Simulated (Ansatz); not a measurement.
# MgO, pressure series

Start from MgO in the rock salt structure (space group Fm-3m, No. 225; a = 4.214 Å).

Cell and atoms are relaxed at each pressure.

Level of theory: PBEsol/PAW in Ansatz (a program for electronic structure), scalar-relativistic without spin-orbit coupling.

Candidates:
(a) pressure 5 GPa
(b) pressure 0.7 GPa
(c) pressure 1.5 GPa
(d) pressure 3 GPa

Before the change:

The band gap comes out as 4.62 eV.

**Question.** Order them by band gap, lowest first.

**Answer.** (b) pressure 0.7 GPa (4.66 eV), (c) pressure 1.5 GPa (4.71 eV), (d) pressure 3 GPa (4.80 eV), (a) pressure 5 GPa (4.91 eV)

Load acts through the strain it causes; cell and atoms are relaxed under it. Whether these cells are dynamically stable was not tested. No other phases were tried under pressure. The base started in Pnma and relaxed to Fm-3m at this level.
